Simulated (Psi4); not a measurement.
Psi4 1.11, unrestricted BP86/def2-svp: C=C[Si]([O])(OC)OC, charge 0, multiplicity 2, 17 atoms. The geometry is a generated start, not checked to be a minimum at this level.

* **task**: energy
* **method**: bp86
* **basis**: def2-svp
* **memory**: 3 GB
* **maxiter**: 100
* **keys of the molecule block**: symmetry c1
* **scf_type**: df (default)
* **e_convergence**: 1e-06 (default)
* **d_convergence**: 1e-06 (default)
* **dft_radial_points**: 75 (default)
* **dft_spherical_points**: 302 (default)
* **basis functions**: 161
* **grid points**: 360485

```xyz
17

C     -1.0303     2.1542     0.0172
C      0.0967     1.5159     0.0913
Si     0.2256    -0.4538    -0.3614
O      0.2778    -0.3781    -1.8893
O     -1.0204    -1.0300     0.5103
C     -2.2994    -1.2298     0.0012
O      1.4445    -0.8621     0.6359
C      2.7856    -0.6902     0.3199
H     -1.1082     3.2065     0.2618
H     -1.9476     1.6829    -0.2962
H      1.0621     1.8993     0.3598
H     -2.4055    -0.8177    -1.0049
H     -2.4989    -2.3036    -0.0461
H     -3.0280    -0.7640     0.6696
H      3.3787    -1.1745     1.0961
H      3.0488     0.3726     0.2854
H      3.0187    -1.1276    -0.6507
```

Charge 0 and multiplicity 2 are set for this test and not shown to be the ground state.

With the defaults (diis_max_vecs = 10, diis = true, scf_initial_accelerator = adiis, damping_percentage = 0, guess = auto, which took SAD, level_shift = 0, level_shift_cutoff = 0.01, soscf = false) it converges in 14 SCF iterations. One run each on 2 threads, with these changes:
- diis_max_vecs = 6
- damping_percentage = 60
- diis = false, scf_initial_accelerator = none, damping_percentage = 60
- diis_max_vecs = 20
- guess = core
- level_shift = 0.5, level_shift_cutoff = 0.001
- guess = modhuckel
- soscf = true
- diis_max_vecs = 3

Task: Name the settings that don't reach the solution of the defaults.

Result: No convergence: diis_max_vecs = 3; diis = false, scf_initial_accelerator = none, damping_percentage = 60 (the run ends without SCF convergence in 100 iterations). The rest reach the solution of the defaults.

| setting | SCF iterations | JK calls | end |
|---|---|---|---|
| soscf = true | 9 | 35 | same solution |
| level_shift = 0.5, level_shift_cutoff = 0.001 | 12 | 13 | same solution |
| the defaults | 14 | 15 | same solution |
| diis_max_vecs = 6 | 14 | 15 | same solution |
| diis_max_vecs = 20 | 14 | 15 | same solution |
| guess = modhuckel | 16 | 38 | same solution |
| guess = core | 19 | 19 | same solution |
| damping_percentage = 60 | 49 | 50 | same solution |
| diis_max_vecs = 3 | 100 | 101 | no convergence |
| diis = false, scf_initial_accelerator = none, damping_percentage = 60 | 100 | 101 | no convergence |

An SOSCF iteration holds several JK calls; a Hückel guess adds calls on atoms. 1 further run of the study ended by our limits or in an error and is left out.
